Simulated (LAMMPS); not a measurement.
Cu (fcc) at 1490 K and zero pressure, started from the melt, with several potentials, in cells of their own sizes.

The levels:
- EAM-type AlCu.adp: classical MD, pair style adp, file AlCu.adp (LAMMPS); Apostol and Mishin, Phys Rev B 83, 054116 (2011)
- EAM-type AlCu.eam.alloy: classical MD, pair style eam/alloy, file AlCu.eam.alloy (LAMMPS); Cai and Ye, Phys Rev B, 54, 8398-8410 (1996)
- EAM-type CuNi.eam.alloy: classical MD, pair style eam/alloy, file CuNi.eam.alloy (LAMMPS); Onat and Durukanoglu, J Phys Cond Matt, 26, 035404 (2014)
- EAM-type CuZr_mm.eam.fs: classical MD, pair style eam/fs, file CuZr_mm.eam.fs (LAMMPS)
- EAM-type Cu_mishin1.eam.alloy: classical MD, pair style eam/alloy, file Cu_mishin1.eam.alloy (LAMMPS); Mishin, Phys Rev B, 63, 224106 (2001)
- EAM-type Cu_zhou.eam.alloy: classical MD, pair style eam/alloy, file Cu_zhou.eam.alloy (LAMMPS); Zhou et al, Acta Mater, 49, 4005 (2001)
- EAM-type smf7: classical MD, pair style eam, the elements' _smf7.eam files (smf7) (LAMMPS); Foiles, Phys Rev B 32, 7685 (1985)
- EAM-type universal-3 set of Foiles, Baskes and Daw: classical MD, pair style eam, the elements' _u3.eam files (universal-3 set of Foiles, Baskes and Daw) (LAMMPS); Foiles et al, Phys Rev B, 33, 7983 (1986)
- MEAM AlSiMgCuFe.meam: classical MD, pair style meam, file AlSiMgCuFe.meam (LAMMPS); Jelinek, Groh, Horstemeyer, Houze, Kim, Wagner, Moitra and Baskes, Phys Rev B, 85, 245102 (2012)
- MEAM library.meam-Cu: classical MD, pair style meam, file library.meam (library.meam-Cu) (LAMMPS); Baskes, Phys Rev B, 46, 2727-2742 (1992)
- SNAP Cu_Zuo_JPCA2020.quadratic.snap: MD with a machine-learned potential, pair style snap, file Cu_Zuo_JPCA2020.quadratic.snap (LAMMPS); Y. Zuo, C. Chen, X, Li, Z. Deng, Y. Chen, J. Behler, G. Csányi, A. V. Shapeev, A. P. Thompson, M. A. Wood, S. P. Ong, "Performance and Cost Assessment of Machine Learning Interatomic Potentials" J. Phys. Chem. A 124, 4, 731-745 (2020)
- SNAP Cu_Zuo_JPCA2020.snap: MD with a machine-learned potential, pair style snap, file Cu_Zuo_JPCA2020.snap (LAMMPS); Y. Zuo, C. Chen, X, Li, Z. Deng, Y. Chen, J. Behler, G. Csányi, A. V. Shapeev, A. P. Thompson, M. A. Wood, S. P. Ong, "Performance and Cost Assessment of Machine Learning Interatomic Potentials" J. Phys. Chem. A 124, 4, 731-745 (2020)
- bond-order AlCu.bop.table: classical MD, pair style bop, file AlCu.bop.table (LAMMPS); Zhou, Ward, and Foster, Phys. Chem. Chem. Phys., under consideration

```csv
potential,state,volume,first peak of g(r),coordination number,self-diffusion coefficient of Cu (not corrected for cell size),mean phonon frequency,rough cost (ms per atom and simulated ps)
bond-order AlCu.bop.table,liquid,12.434 ± 0.003 Å³/atom,"2.47 Å, height 2.6",13.3 (counted to 3.42 Å),(3.5 ± 0.2) × 10^-5 cm²/s,4.6 THz,30 to 100
EAM-type AlCu.adp,liquid,13.591 ± 0.002 Å³/atom,"2.48 Å, height 2.7",12.9 (counted to 3.50 Å),(4.11 ± 0.09) × 10^-5 cm²/s,4.4 THz,3 to 10
EAM-type AlCu.eam.alloy,liquid,14.021 ± 0.002 Å³/atom,"2.49 Å, height 2.5",13.2 (counted to 3.58 Å),(4.7 ± 0.2) × 10^-5 cm²/s,4.0 THz,1 to 3
EAM-type CuNi.eam.alloy,liquid,13.588 ± 0.001 Å³/atom,"2.49 Å, height 2.6",13.2 (counted to 3.54 Å),(4.44 ± 0.09) × 10^-5 cm²/s,4.2 THz,0.3 to 1
EAM-type CuZr_mm.eam.fs,liquid,13.259 ± 0.004 Å³/atom,"2.54 Å, height 2.6",12.8 (counted to 3.46 Å),(3.4 ± 0.1) × 10^-5 cm²/s,3.8 THz,1 to 3
EAM-type Cu_mishin1.eam.alloy,liquid,13.591 ± 0.001 Å³/atom,"2.48 Å, height 2.7",12.9 (counted to 3.50 Å),(4.05 ± 0.08) × 10^-5 cm²/s,4.4 THz,1 to 3
EAM-type Cu_zhou.eam.alloy,liquid,13.627 ± 0.003 Å³/atom,"2.47 Å, height 2.4",13.2 (counted to 3.54 Å),(6.2 ± 0.3) × 10^-5 cm²/s,3.8 THz,3 to 10
EAM-type smf7,liquid,13.725 ± 0.004 Å³/atom,"2.49 Å, height 2.7",12.8 (counted to 3.50 Å),(4.1 ± 0.3) × 10^-5 cm²/s,4.2 THz,0.3 to 1
"EAM-type universal-3 set of Foiles, Baskes and Daw",liquid,13.589 ± 0.002 Å³/atom,"2.48 Å, height 2.6",13.2 (counted to 3.54 Å),(4.53 ± 0.06) × 10^-5 cm²/s,4.2 THz,0.3 to 1
MEAM AlSiMgCuFe.meam,liquid,13.771 ± 0.005 Å³/atom,"2.45 Å, height 2.5",11.7 (counted to 3.38 Å),(5.8 ± 0.3) × 10^-5 cm²/s,4.2 THz,3 to 10
MEAM library.meam-Cu,liquid,13.555 ± 0.006 Å³/atom,"2.49 Å, height 2.9",10.1 (counted to 3.14 Å),(2.91 ± 0.06) × 10^-5 cm²/s,5.6 THz,3 to 10
SNAP Cu_Zuo_JPCA2020.quadratic.snap,liquid,14.156 ± 0.009 Å³/atom,"2.48 Å, height 2.7",13.0 (counted to 3.58 Å),(4.3 ± 0.3) × 10^-5 cm²/s,4.0 THz,30 to 100
SNAP Cu_Zuo_JPCA2020.snap,liquid,13.45 ± 0.01 Å³/atom,"2.48 Å, height 2.8",12.7 (counted to 3.46 Å),(3.22 ± 0.08) × 10^-5 cm²/s,4.5 THz,30 to 100
```

Costs are rough: whole-run CPU time with set-up and analysis, from shared machines, in bands a factor of about three wide.

Caution (rows bond-order AlCu.bop.table; SNAP Cu_Zuo_JPCA2020.quadratic.snap; SNAP Cu_Zuo_JPCA2020.snap): a run this short can hold a crystal over, or a liquid under, the potential's own melting point, which these runs don't give.

Caution: the potential MEAM library.meam-Cu is a first-neighbour MEAM set with a 4 Å cutoff, used here without a parameter file and away from the static properties it was fitted to.

States go by the mean squared displacement: a species diffuses where it passes 1.5 Å², still rises and gives D over 1e-6 cm²/s; a crystal has left its structure where atoms lie 0.35 Å off their sites on average or a cubic box changes its shape by 3 %, or the axial ratios of another lie 8 % off the starting cell's, which the potential's own relaxation can also do.

Errors of D are the spread over four groups of atoms in one short run; a floor of about 5 %, a picked value, is safer.

The ± values are statistical; the model's systematic error is not in them.
